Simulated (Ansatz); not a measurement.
Take PbF$_{2}$ in the anatase structure (space group I4_1/amd, No. 141; a = 4.722 Å, c = 13.053 Å; a hypothetical phase, not in the database extracts checked) as the base. Axes: x, y, z lie along a, b, c of the conventional cell.

The values are results of PBE in Ansatz (plane waves to 420 eV, PAW, no spin-orbit coupling), not measurements.

Strains are applied to the cell and any free atomic positions relax; under biaxial strain the out-of-plane vector relaxes too.

One change was made to it. Results:

| quantity | base | after |
|---|---|---|
| energy relative to the base (free energy F) | 0 meV/atom | +0.7 meV/atom |
| shortest interatomic distance | 2.467 Å | 2.480 Å |

Question: What was done to the base?
A. isotropic strain +3.96 %
B. biaxial strain +0.92 %, plane normal [001], relaxed out of plane
C. biaxial strain −3.35 %, plane normal [001], relaxed out of plane

Answer: B, biaxial strain +0.92 %, plane normal [001], relaxed out of plane. For comparison, the energy relative to the base in the other runs: biaxial strain −3.35 %, plane normal [001], relaxed out of plane gives +8.7 meV/atom; isotropic strain +3.96 % gives +42 meV/atom.

No phonon test of stability was made.

Ansatz is a first-principles code.
